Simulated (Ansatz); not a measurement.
Functionals compared on a constructed model of the (100) surface of fcc Pd, a pseudomorphic layer of Cu in the host's stacking (bottom of the slab: a bare face, its two planes held), in Ansatz (plane waves, PAW). The structure was relaxed with PBE; the other rows are single points on it. Cutoff 420 eV (500 eV for r2SCAN).

Set-up: 7 atoms, 11.9 Å thick at the start; mesh 13x13x1; 0.1 eV smearing; dipole correction on; 2 atoms held, the rest relaxed; held to the start's symmetry, so lower structures may exist; no spin, no spin-orbit, no U. It is one candidate, not shown to be the stable structure of the face. These notes are the PBE run's.

```csv
functional,work function of the top face (eV),rough cost of the single point
PBE,4.48,–
RPBE,4.30,very roughly 80 core-seconds
r2SCAN,4.46,very roughly 3 core-minutes
```

Ansatz is a quantum-chemistry and plane-wave program.
